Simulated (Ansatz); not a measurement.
The reference is Al2O3 in the corundum structure (space group R-3c, No. 167; a = 4.729 Å, c = 12.892 Å (hexagonal axes)). Axes: x lies along a and z along c of the hexagonal cell.

Level of theory: Ansatz (a quantum-chemistry and plane-wave program) LDA, no spin-orbit coupling.

Base values:

* **Band gap**: 6.43 eV

The change: the cell is stretched by 3.00 % along x with no lateral relaxation, atoms relaxed at fixed cell.

What does the calculation give for the stress and band gap after the change?

The stress (xx, yy, zz, yz, xz, xy; compression positive) amounts to (-13.83, -4.44, -3.40, -0.53, 0.00, 0.00) GPa; the band gap drops by 0.51 eV, from 6.43 eV to 5.92 eV.

The cells carry an imposed strain or load. Whether these cells are dynamically stable was not tested.
